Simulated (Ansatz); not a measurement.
An Ansatz (an electronic-structure program) run: a single point on SnSe2 with a change (uniaxial stress, 1 GPa tension along x), its geometry relaxed with PBEsol-D3(BJ); r2SCAN (Ansatz; PAW; 500 eV plane waves; no SOC), earlier PAW set.

Input:

Ansatz 0.2 input:
```yaml
crystal:
  lattice:
    - [3.8397206458, 0, 0]
    - [-1.9198603229, 3.2777303817, 0.0062966376]
    - [0, 0.0110060885, 5.7023462157]
  atoms:
    - { symbol: Sn, position: [0, 0, 0] }
    - { symbol: Se, position: [0.3333236823, 0.6666473646, 0.2769265361] }
    - { symbol: Se, position: [0.6666763177, 0.3333526354, 0.7230734639] }
basis: { ecutwfc: 500, ecutrho_ratio: 4, xc_grid: 4, fft_grid_basis: typed }
kpoints: { mp_grid: { grid: [10, 10, 6] } }
hamiltonian:
  xc: r2scan
  dispersion: none
  pseudopotentials: { azcp: { folder: ./paw }, kind: paw }
scf: { occupations: { method: fermi_dirac, width: 0.05 }, convergence: { dr2_threshold: 0.0000000003 } }
output: { forces: true, stress: true }
checkpoint: { write: state.ck, write_every: 1000 }
```

Output (explanatory and most iteration lines left out):

```
Pseudopotential: Sn, paw, valence charge 14
Pseudopotential: Se, paw, valence charge 16
Crystal: 3 atoms, lattice volume = 71.767 Å³
Basis set: ecut = 500 eV, 1803 PW (Γ), exchange–correlation on 120×120×180 points (64 copies of the dense FFT grid, shifted against one another)
Bands: 27, of which v1, the nominal top of the filled ones, is band 23 counted from 1 (22 counted from 0)
Symmetry: 4 space group operations
Space group: C2/m (ITA 12), of the structure as read, at distance tolerance 4.2e-5 Å
k-points: 172 of 600
Functional: x = r2scan, c = r2scan; τ floored in thin density (d = 2e-4 eV/Å³)
SCF iter   1: F=—  HF=-16996.289156 eV  |F-HF|=—  |Δ(HF+E_count)|=         —  Δρ=3.44e-2  dr2=1.24e0  dr2_τ=7.14e-3  ethr=2.69e-3  ⟨swp⟩=1.0  Hψ=27183  notcnv=0
SCF iter   2: F=—  HF=-16996.200836 eV  |F-HF|=—  |Δ(HF+E_count)|=   8.83e-2  Δρ=2.16e-2  dr2=5.43e-1  dr2_τ=1.64e-3  ethr=2.69e-3  ⟨swp⟩=2.0  Hψ=5323  notcnv=0
SCF 1 converged in 11 iterations: F = -16996.106999 eV  dr2 = 1.42e-11
SCF converged after 11 iterations
Free energy (F): -16996.106999 eV
Internal energy: -16996.106592 eV  (E = F + TS)
E sigma→0 (E₀):  -16996.106796 eV
Entropy (-TS):   -0.000407 eV (-0.136 meV/atom)
Fermi energy:    9.358236 eV
--- Forces (eV/Å), atoms counted from 1 ---
  atom   1  Sn     0.00000000     0.00000000     0.00000000
  atom   2  Se     0.00000000    -0.00826784    -0.30657372
  atom   3  Se     0.00000000     0.00826784     0.30657372
--- Stress (GPa, compression-positive) ---
        2.738347       0.000000       0.000000
        0.000000       3.899492      -0.035795
        0.000000      -0.035795       4.006190
  P = ⅓ Tr σ = 3.5480 GPa (35.480 kbar)
```

Single points use the geometry relaxed with PBEsol-D3(BJ). Load acts through the strain it causes; cell and atoms are relaxed under it. Stability under load was not tested beyond the relaxation. The cell was made from SnSe₂ in the CdI2 type structure (space group P-3m1, No. 164; layered, stacked along the Cartesian z axis) by this change: uniaxial stress, 1 GPa tension along x.
